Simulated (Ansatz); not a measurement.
# Worked sum: formation energy of TaAs (I4₁md) from the elements

Consider the formation energy of TaAs (I4₁md) from the elements. Reaction: As (R-3m) + Ta (bcc) → TaAs (I4₁md). A negative value means that the right-hand side lies lower. The value is per atom of the solid.

TaAs (I4₁md), 4 atoms in the cell. Conventional cell: a = b = 3.4319 Å, c = 11.5783 Å, α = β = γ = 90.00°.

Ansatz (an electronic-structure program) with PAW potentials; structures come from PBE+D3(BJ) relaxations, nuclei static, no net charge. Ansatz runs with its PAW set soft_1. Other levels take these structures. The lattices are those relaxed with PBE+D3(BJ), so at other levels the solids can be strained, which adds to the spread. The runs are scalar-relativistic, without spin-orbit coupling.

Total energies of the cells in eV, at zero smearing width. They compare only within one column; the weights balance every element.

```csv
cell,atoms,weight,r2SCAN+D4,RPBE
TaAs (I4₁md),4,+1,-29622.63572,-29617.58191
As (R-3m),2,−1,-9729.44313,-9723.89934
Ta (bcc),1,−2,-9945.26929,-9945.79547
```

r2SCAN+D4: (-29622.63572) − (-9729.44313) − 2 × (-9945.26929) = -2.654 eV; dividing by 4 atoms gives -0.66 eV/atom.

RPBE: (-29617.58191) − (-9723.89934) − 2 × (-9945.79547) = -2.092 eV; dividing by 4 atoms gives -0.52 eV/atom.

What follows from the r2SCAN+D4 value: A formula unit of TaAs has 2 atoms, so it forms with -0.6635 × 2 = -1.327 eV, or -128.0 kJ/mol at 96.485 kJ/mol per eV.
